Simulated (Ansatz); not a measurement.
For TaAs (I4₁md, No. 109; start mp-1936), PBEsol (Ansatz, a program for electronic structure, plane waves, PAW) gives:

- lattice constant a: 3.429 Å
- c axis length: 11.583 Å

What does PBE-D3(BJ) in Ansatz (plane waves, PAW) give for the same quantities?


- lattice constant a: 3.432 Å (increases by 0.1 %)
- lattice parameter c: 11.568 Å (decreases by 0.1 %)

Changes are worked out from the printed values.

Unless a cell is named, each level is at its own relaxed cell (PBEsol 17.02, PBE-D3(BJ) 17.04 Å³/atom).

Levels without +SOC leave out spin–orbit coupling, which shifts energies and cells of such heavy elements.

Caveats: the relaxation could not lower the start's symmetry, so the cell can be a saddle point above a distorted one (PBEsol, PBE-D3(BJ)). Ansatz's density-functional and Hartree–Fock values are scalar-relativistic unless marked +SOC, with PAW data made under PBE.

A start named mp-… is a Materials Project structure, which can be a computed phase never made.
